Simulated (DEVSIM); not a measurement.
Structure: Co/SiO2/p-Si capacitor, at 400 K.

Layer 1 from the left is SiO2, thickness (nm) 1.90. Layer 2 from the left is Si, thickness (nm) 2200, Na (cm⁻³) 6.6e16.

Metal gate on the left, work function 5 eV. Fixed charge at the semiconductor interface 1.8e11 cm⁻² (in units of +e); interface traps 1.2e11 cm⁻² eV⁻¹, uniform in energy, neutral level at 0.7 of the gap above the valence band.

The device is made up for the run: typed textbook-type constants, with dimensions and the other settings drawn at random. Values at 300 K; Nc and Nv go as T^1.5, mobilities as T to minus their exponent, the gap by Varshni's rule with the affinity fixed.

SiO2: gap (eV) 9, affinity (eV) 0.9, permittivity 3.9. Si: gap (eV) 1.124, affinity (eV) 4.05, permittivity 11.7, Nc (cm⁻³) 2.86e19, Nv (cm⁻³) 3.1e19, Varshni α (eV/K) 0.000473, Varshni β (K) 636.

Model (solved in DEVSIM): 1D Poisson equation in equilibrium, Boltzmann statistics, complete ionisation; no quantum confinement or tunnelling. Metal contacts follow the ideal Schottky-Mott rule: no Fermi-level pinning, no interface dipoles.

Question: What does the simulation give for the minimum of the low-frequency capacitance, the threshold voltage (band bending 2φF)?

Answer: minimum of the low-frequency capacitance 0.122 μF/cm²; threshold voltage (band bending 2φF) 0.78 V.
